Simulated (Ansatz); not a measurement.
Structure of amorphous Zr$_{20}$O$_{41}$Na$_{2}$ (periodic cell):

```xyz
63
Lattice="9.3617 0.0145 -0.0088 0.0145 9.3708 0.0775 -0.0088 0.0775 9.2720" Properties=species:S:1:pos:R:3 pbc="T T T"
Zr     8.8838     4.9826     9.1180
Zr     6.6990     0.5326     7.4219
Zr     2.6953     0.9827     3.4156
Zr     8.8828     0.4301     4.8753
Zr     6.3468     4.1735     2.5173
Zr     2.5771     6.2062     8.5371
Zr     8.0427     1.1456     1.1145
Zr     0.9129     4.5582     3.2085
Zr     4.2910     8.2591     6.4516
Zr     6.1192     6.8282     0.2230
Zr     7.7862     3.7976     5.5406
Zr     0.4500     7.6651     1.9245
Zr     1.9604     2.8877     6.4899
Zr     0.8295     9.0319     7.8217
Zr     4.2824     5.1759     4.9615
Zr     4.8336     0.8496     0.6449
Zr     1.9549     2.6928     0.5210
Zr     5.5792     3.6959     8.1734
Zr     3.8144     7.4169     2.6288
Zr     5.7010     1.4343     4.2480
O      2.2879     7.0402     1.1956
O      2.6833     8.2250     7.7969
O      6.2194     2.5766     6.3989
O      3.3241     6.3157     6.4727
O      7.7615     4.5461     7.4290
O      1.3137     1.3925     5.0299
O      8.2500     4.1765     3.0238
O      1.8164     2.7381     2.7074
O      6.7676     4.5298     0.4893
O      0.5998     6.6107     8.2379
O      6.8736     9.0475     0.3013
O      9.1815     2.6821     0.4675
O      4.6580     5.5920     8.6667
O      8.6522     9.2892     2.9033
O      8.6608     1.0692     7.0016
O      3.9255     0.7066     5.1826
O      4.1247     2.8864     0.1308
O      4.8389     3.2933     3.7417
O      6.3780     1.9205     2.1671
O      6.6920     9.3050     5.4284
O      6.4137     5.0454     4.7657
O      5.4435     6.0358     2.2641
O      0.1158     8.2525     6.0650
O      5.9953     7.7150     7.4955
O      4.7027     0.5627     7.8532
O      3.7581     3.6937     6.3318
O      7.7430     2.1017     4.4284
O      2.0460     8.5096     3.3068
O      4.6759     7.2832     4.5924
O      8.1876     6.6068     0.8810
O      1.1967     4.7342     1.1662
O      1.8034     1.5625     7.9833
O      6.5843     2.0596     8.9266
O      4.6360     8.0432     0.8482
O      4.6401     0.1775     2.8278
O      1.6947     4.2098     8.0858
O      0.1819     9.1520     0.4375
O      0.5656     4.0517     5.3554
O      2.8296     0.9598     1.2458
O      0.1554     6.4618     3.4700
O      2.8371     5.4978     3.6235
Na     1.1210     6.4081     5.6461
Na     7.0481     7.1886     4.2418
```

The numbers are results of PBE, scalar-relativistic without spin-orbit coupling (plane waves to 420 eV, PAW; Ansatz, a first-principles code), not measurements.

Preparation: random packing, a CHGNet melt and quench, and a DFT relaxation. O atoms were pushed apart under 1.9 Å during the dynamics, to hinder bonds among them. The hot cell started wider than the set density and was brought back towards it in steps. It is the lowest in DFT energy of 2 quenches. It is a model cell: composition and starting density were chosen by hand, and all elements were melted together. No dispersion term was used. Its density started from a set value of 5.16 and ended at 5.16 g/cm³. The simulated quench (nominally 380 K/ps over its main leg) is rapid and tends to freeze in more defects than a deposited or slowly cooled glass has. One small periodic cell is one sample of the glass; other quenches scatter about these values. The volume was held where the preparation left it and the shape relaxed, at a PBE pressure of -1.5 GPa (tension). Stress components on the final sampling reach 1.6 GPa. On a 2×2×2 Γ-centred mesh force components of up to 0.13 eV/Å stay, since the relaxation ran on the zone centre alone.

Bonds are counted up to Zr-Zr 3.41 Å, Zr-O 2.88 Å, Zr-Na 3.53 Å, O-O 1.58 Å, O-Na 2.78 Å, Na-Na 3.65 Å. Two cations that share two anions don't count as bonded, nor two that share one unless they lie closer than Zr-Zr 3.32 Å, Zr-Na 3.43 Å, Na-Na 3.55 Å.

Q: Give the coordination numbers, mean bond lengths and angles.

A: 
The mean coordination of Zr by anions comes out as 6.50 (1 with 5, 9 with 6, 9 with 7, 1 with 8); 1 close contacts or bonds to cations besides, the mean coordination of O is 3.39 (26 with 3, 14 with 4, 1 with 5) and the mean coordination of Na by anions is 4.50 (1 with 4, 1 with 5); 1 close contacts or bonds to cations besides. The mean Zr-O bond is 2.181 Å (spread 0.145 Å, 130 counted) and the mean O-Na bond comes out as 2.422 Å (spread 0.158 Å, 9 counted). The bond angle at Zr is mean 102.1°, spread 29.8°, the bond angle at O is mean 111.7°, spread 17.5° and the bond angle at Na comes out as mean 104.9°, spread 31.1°.

Q: List the pairs of like atoms that count as bonded by the rules above.

A: There are none by these rules.
